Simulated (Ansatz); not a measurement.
**Ti3AlN: pressure series**

The reference is Ti$_{3}$AlN in the anti-perovskite structure (space group Pm-3m, No. 221; a cell from a computed database, its experimental status unchecked).

```cif
data_AlNTi3
_chemical_formula_sum 'Ti3 Al1 N1'
_space_group_name_H-M_alt 'Pm-3m'
_space_group_IT_number 221
_space_group_name_Hall '-P 4 2 3'
_cell_length_a 4.08605
_cell_length_b 4.08605
_cell_length_c 4.08605
_cell_angle_alpha 90.000
_cell_angle_beta 90.000
_cell_angle_gamma 90.000
loop_
_atom_site_label
_atom_site_type_symbol
_atom_site_symmetry_multiplicity
_atom_site_Wyckoff_symbol
_atom_site_fract_x
_atom_site_fract_y
_atom_site_fract_z
_atom_site_occupancy
Ti1 Ti 3 c 0.00000 0.50000 0.50000 1
Al1 Al 1 a 0.00000 0.00000 0.00000 1
N1 N 1 b 0.50000 0.50000 0.50000 1
```

Cell and atoms are relaxed at each pressure.

Method: PBEsol (Ansatz, a program for electronic structure), without spin-orbit coupling.

| pressure (GPa) | volume per atom (Å³/atom) |
|---|---|
| -2 | 13.805 |
| -1 | 13.723 |
| 0 | 13.644 |
| 0.7 | ? |
| 1.5 | 13.529 |
| 3 | 13.419 |
| 5 | 13.279 |
| 7.5 | 13.112 |
| 10 | 12.956 |

Question: Fit the third-order Birch–Murnaghan form P(V) = (3B₀/2)[(V₀/V)^(7/3) − (V₀/V)^(5/3)]·[1 + (3/4)(B₀′ − 4)((V₀/V)^(2/3) − 1)] (squares taken in P) to the rows shown and predict the withheld row.

Answer: Least squares on the printed values gives V₀ = 13.644 Å³/atom, B₀ = 175 GPa, B₀′ = 3.9; this predicts 13.590 Å³/atom, and the run gives 13.590 Å³/atom, in agreement.

Load acts through the strain it causes; cell and atoms are relaxed under it. Whether these cells are dynamically stable was not tested. Competing high-pressure phases were not computed. All final runs are without spin polarisation.
